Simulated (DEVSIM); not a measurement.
System: Schottky contact on n-type GaP, at 350 K.

```tsv
layer (left to right)	material	thickness (μm)	Nd (cm⁻³)	τn (s)	τp (s)
1	GaP	0.680	4.1e16	1.5e-7	1.5e-8
```

Left contact: Schottky, work function 5.35 eV, emission velocity 9e6 cm/s. Right contact: ohmic. Voltage is applied to the left contact. Recombination: SRH at mid-gap, Auger. Mobility is μmin + (μ − μmin)/(1 + (N/Nref)^α).

The device is made up for the run: typed textbook-type constants, with dimensions and the other settings drawn at random. Values at 300 K; Nc and Nv go as T^1.5, mobilities as T to minus their exponent, the gap by Varshni's rule with the affinity fixed.

| parameter | GaP |
|---|---|
| gap (eV) | 2.26 |
| affinity (eV) | 3.8 |
| permittivity | 11.1 |
| Nc (cm⁻³) | 1.8e19 |
| Nv (cm⁻³) | 1.9e19 |
| μn (cm²/Vs) | 250 |
| μp (cm²/Vs) | 150 |
| μn,min | 10 |
| μp,min | 10 |
| Nref,n | 4.4e18 |
| Nref,p | 1e18 |
| αn | 0.8 |
| αp | 0.85 |
| T exponent of μn | 1.6 |
| T exponent of μp | 1.98 |
| Cn (cm⁶/s) | 1e-30 |
| Cp (cm⁶/s) | 1e-30 |
| Varshni α (eV/K) | 0.00058 |
| Varshni β (K) | 372 |

Simulated with DEVSIM: 1D drift-diffusion, Boltzmann statistics, complete ionisation; no tunnelling, impact ionisation, image-force lowering or self-heating. Metal contacts follow the ideal Schottky-Mott rule: no Fermi-level pinning, no interface dipoles.

Task: Tabulate band edges, carrier densities and field at zero bias.

Result: Energies count from the Fermi level of the right contact; mesh points crowd at the junctions.

| x (μm) | Ec (eV) | Ev (eV) | n (cm⁻³) | p (cm⁻³) | field (V/cm) |
|---|---|---|---|---|---|
| 0.000 | 1.550 | -0.689 | < 1e2 | 2.8e9 | -130000 |
| 0.006610 | 1.463 | -0.776 | < 1e2 | 1.6e8 | -130000 |
| 0.01491 | 1.359 | -0.881 | < 1e2 | 5000000 | -120000 |
| 0.02532 | 1.234 | -1.005 | < 1e2 | 80000 | -120000 |
| 0.04345 | 1.034 | -1.205 | 29000 | 110 | -100000 |
| 0.06114 | 0.860 | -1.379 | 9400000 | < 1e2 | -92000 |
| 0.08757 | 0.639 | -1.601 | 1.4e10 | < 1e2 | -75000 |
| 0.1277 | 0.392 | -1.847 | 5.1e13 | < 1e2 | -48000 |
| 0.1669 | 0.255 | -1.984 | 4.8e15 | < 1e2 | -23000 |
| 0.2161 | 0.199 | -2.040 | 3.1e16 | < 1e2 | -4000 |
| 0.2779 | 0.191 | -2.048 | 4.0e16 | < 1e2 | -250 |
| 0.3793 | 0.190 | -2.049 | 4.1e16 | < 1e2 | ≈ 0 |
| 0.4457 | 0.190 | -2.049 | 4.1e16 | < 1e2 | ≈ 0 |
| 0.4986 | 0.190 | -2.049 | 4.1e16 | < 1e2 | ≈ 0 |
| 0.5528 | 0.190 | -2.049 | 4.1e16 | < 1e2 | ≈ 0 |
| 0.5839 | 0.190 | -2.049 | 4.1e16 | < 1e2 | ≈ 0 |
| 0.6123 | 0.190 | -2.049 | 4.1e16 | < 1e2 | ≈ 0 |
| 0.6313 | 0.190 | -2.049 | 4.1e16 | < 1e2 | ≈ 0 |
| 0.6508 | 0.190 | -2.049 | 4.1e16 | < 1e2 | ≈ 0 |
| 0.6620 | 0.190 | -2.049 | 4.1e16 | < 1e2 | ≈ 0 |
| 0.6710 | 0.190 | -2.049 | 4.1e16 | < 1e2 | ≈ 0 |
| 0.6800 | 0.190 | -2.049 | 4.1e16 | < 1e2 | ≈ 0 |
